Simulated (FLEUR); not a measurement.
Worked example: self-consistent single point of BaTiO3 (P4mm, 5 atoms in the cell) in FLEUR.

Method of the run: PBE, all-electron FLAPW (FLEUR), scalar-relativistic valence in FLEUR.

```
BaTiO3
1.0
    4.06021     0.00000     0.00000
    0.00000     4.06021     0.00000
    0.00000     0.00000     4.17446
Ba Ti O
1 1 3
Direct
  0.50000   0.50000   0.58254
  0.00000   0.00000   0.10004
  0.00000   0.50000   0.06422
  0.50000   0.00000   0.06422
  0.00000   0.00000   0.54897
```

Reference input (self-consistent single point, DFT, PBE, all-electron FLAPW (FLEUR), scalar-relativistic valence): Kmax = 4.7 1/bohr; GmaxXC = 14.1 1/bohr; xcFunctional = pbe; jspins = 1; l_soc = F; mode = hist; fermiSmearingEnergy = 0.0001 Htr; mesh (inpgen div1-3) = 4 4 4; inpgen gamma flag = true; Gmax = 14.1 1/bohr; numbands = 0; maxIterBroyd = 99. This run's input differs from it in these lines:

```diff
@@ -63,2 +63,3 @@
          <lo type="SCLO" l="1" n="5" eDeriv="0"/>
+         <lo type="SCLO" l="2" n="5" eDeriv="2"/>
       </species>
@@ -76,2 +77,3 @@
          <lo type="SCLO" l="1" n="3" eDeriv="0"/>
+         <lo type="SCLO" l="2" n="3" eDeriv="2"/>
       </species>
@@ -87,2 +89,5 @@
          <energyParameters s="2" p="2" d="3" f="4"/>
+         <lo type="SCLO" l="0" n="2" eDeriv="2"/>
+         <lo type="SCLO" l="1" n="2" eDeriv="2"/>
+         <lo type="SCLO" l="2" n="3" eDeriv="2"/>
       </species>
```

Log, with long lists cut:

```
 Iteration:     1   Distance:      27.20735114 me/bohr^3
 Iteration:     2   Distance:      22.51332398 me/bohr^3
 Iteration:     3   Distance:       8.79107580 me/bohr^3
 Iteration:     4   Distance:       7.91738512 me/bohr^3
 Iteration:     5   Distance:       5.98016206 me/bohr^3
   [... 12 lines left out ...]
 Iteration:    18   Distance:       0.00066743 me/bohr^3
 Iteration:    19   Distance:       0.00005140 me/bohr^3
 Iteration:    20   Distance:       0.00004851 me/bohr^3
 Iteration:    21   Distance:       0.00000677 me/bohr^3
 Reset of history
 Run finished successfully
 Stop message:
   Structural relaxation: new displacements generated

[file out, last iteration]
             iter=     22
[...]
          total density-effective poten   -1.5375486666E+04
          total charge density-energy d   -2.6624114059E+02
 Updated energy parameters for spin:           1
[...]
 fermi energy and band-weighting factors:

[...]
FERMIE:
          first approx. to ef    (T=0)  :   0.385895 htr   (energy of the highest occ. eigenvalue)
          number of occ. states  (T=0)  :        360
          first approx. to seigv (T=0)  :  -5.103248 htr
          sum of weights of occ. states :  20.000000
          sum of semicore charge        :   0.000000 e
FERHIS:  Fermi-Energy by histogram:
          bandgap                     :   0.062664 htr
   [... lines left out ...]
          charge neutrality (T=0)     :   0.000000    (zero if the highest occ. eigenvalue is "entirely" occupied)
 Direct bandgap for spin            1 :    7.8437675349758818E-002  Htr
 ---->    free energy=                     -9219.2681111772 htr
   [... lines left out ...]
 TOTAL FORCE FOR ATOM TYPE=  2  X=  0.000   Y=  0.000   Z=  0.789
                       FX_TOT= 0.000000 FY_TOT= 0.000000 FZ_TOT= 0.011136
 TOTAL FORCE FOR ATOM TYPE=  3  X=  0.000   Y=  3.836   Z=  0.507
                       FX_TOT= 0.000000 FY_TOT= 0.000000 FZ_TOT=-0.000446
 TOTAL FORCE FOR ATOM TYPE=  4  X=  0.000   Y=  0.000   Z= -3.558
                       FX_TOT= 0.000000 FY_TOT= 0.000000 FZ_TOT=-0.012182
```

The run converged in 21 iterations. FLEUR gives forces in its relaxation mode, with a further iteration, so its stop message speaks of a relaxation. Against the reference run the free energy goes down by 157 meV/atom and the gap on the mesh moves little (1.709 to 1.705 eV).

The starting cell comes from a database of computed structures (which also holds hypothetical and non-ambient phases and stackings), without a prior relaxation at this level. Its lattice was rescaled by a random factor within 2.5 % of one. Values depend on the basis (sphere radii, cutoffs, local orbitals), which need not be converged.

Cost on one core of a shared machine: roughly 3 min.
